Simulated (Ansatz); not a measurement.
## Element substitutions in hypothetical rock salt GaAs

The reference is GaAs in the rock salt structure (space group Fm-3m, No. 225; a hypothetical phase, not in the database extracts checked).

```xyz
2
Lattice="0.0000 2.6648 2.6648 2.6648 0.0000 2.6648 2.6648 2.6648 0.0000" Properties=species:S:1:pos:R:3 pbc="T T T"
As     0.0000     0.0000     0.0000
Ga     2.6648     2.6648     2.6648
```

Each row replaces one element on all its sites; cell and atoms are relaxed.

The values are results of r2SCAN (Ansatz, a program for electronic structure, PAW, no spin-orbit coupling), not measurements.

```
case         density  shortest interatomic distance
-------  -----------  -----------------------------
base      6.35 g/cm³                        2.665 Å
As → P    4.99 g/cm³                        2.559 Å
As → C    6.55 g/cm³                        2.180 Å
Ga → Ir  13.39 g/cm³                        2.549 Å
Ga → Zn   6.52 g/cm³                        2.614 Å
```

Stability against distortions was not tested. As relaxed here, GaP, GaC, IrAs and ZnAs are hypothetical phases, not in the database extracts checked. All final runs are without spin polarisation. An odd electron count without spin: GaC and ZnAs.
